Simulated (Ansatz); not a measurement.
L1₀ (CuAu-type) FePt: PBE at its full settings (plane-wave cutoff 520 eV, 20×20×16 k mesh (along the axes of the cell as run), Fermi–Dirac smearing 0.05 eV, spin-polarised with parallel moments, scalar-relativistic PAW data made under PBE) and at cheaper ones, in a cell of 2 atoms with Γ-centred meshes.

```tsv
level and setting	lattice parameter a (Å)	c axis length (Å)	bulk modulus B0 (GPa)	magnetic moment (μB)
PBE (Ansatz)	2.729	3.765	201	2.98
PBE (Γ point alone) (Ansatz)	2.945	3.255	209	3.15
PBE (2×2×2 k mesh) (Ansatz)	2.680	4.045	204	3.00
PBE (4×4×4 k mesh) (Ansatz)	2.675	3.897	218	2.95
```

Largest shifts from the full settings: lattice constant a +7.91 % (PBE (Γ point alone)), against a difference of +0.07 % of the full result from the reference 2.727 Å (measured, room temperature, no zero-point or thermal correction, P4/mmm two-atom cell, a_fct/√2; as tabulated in Sawada et al. (2023), arXiv:2212.12065); lattice parameter c -13.5 % (PBE (Γ point alone)), against a difference of +1.05 % of the full result from the reference 3.726 Å (measured, room temperature, no zero-point or thermal correction, 0.1 GPa; as tabulated in Sawada et al. (2023), arXiv:2212.12065); bulk modulus +8.5 % (PBE (4×4×4 k mesh)), against a difference of -3.4 % of the full result from the reference 208 GPa (measured, room temperature, not corrected to a static lattice; as tabulated in First-principles calculations on Fe-Pt nanoclusters of various morphologies); magnetic moment +0.17 μB (PBE (Γ point alone)), against a difference of +0.18 μB of the full result from the reference 2.8 μB (measured, temperature not stated, Fe site; as tabulated in Paudyal et al. (2004), arXiv:cond-mat/0312215).

Ansatz's density-functional and Hartree–Fock values are scalar-relativistic unless marked +SOC, with PAW data made under PBE.

Run with cheap settings on purpose, which may leave them unconverged: PBE (2×2×2 k mesh), PBE (4×4×4 k mesh), PBE (Γ point alone).

Ansatz is a program for electronic structure.
